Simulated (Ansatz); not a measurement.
Functionals side by side, with their cost (level): Se₂GaNaO₆ (Pnma, 40 atoms in the cell)

Cell: a = 12.2913 Å, b = 5.2273 Å, c = 7.7022 Å, α = 90.00°, β = 90.00°, γ = 90.00°.

Program: Ansatz (a first-principles code), default PAW files made with PBE; each row names its functional.

Base settings: kpoints.mp_grid.grid = 1 3 2; hamiltonian.xc = lda; hamiltonian.pseudopotentials = {kind: paw} (the program's default PAW files); scf.occupations.method = cold; scf.occupations.width = 0.0037 Ry.

Differences are taken from r2SCAN, a reference of convenience: it is no measurement, and no ranking of the functionals follows.

Core times come from one kind of shared machine and are given to one figure; runs under 30 s give none.

The starting cell comes from a database of published, mostly measured structures (it also holds non-ambient and calculated ones), without a prior relaxation at this level. Its lattice was rescaled by a random factor within 2.5 % of one. In the base run, with a pressure of about 5 GPa the cell is away from its equilibrium volume at this level. In the base run, forces exceed 1 eV/Å. Ansatz's pressure includes its estimate of the finite-basis (Pulay) stress.

```tsv
level	gap on the mesh less reference (eV)	pressure less reference (GPa)	largest difference in the force on any atom (eV/Å)	core time / reference (rough)
LDA (PW92)	-0.717	-3.37	0.259	0.5
PBEsol	-0.659	1.39	0.621	0.5
BLYP	-0.496	10.01	1.191	0.5
r2SCAN	0.000	0.00	0.000	1
```

Left out of this page: 2 runs of the series held back from this collection.

Keys are those of Ansatz 0.2.
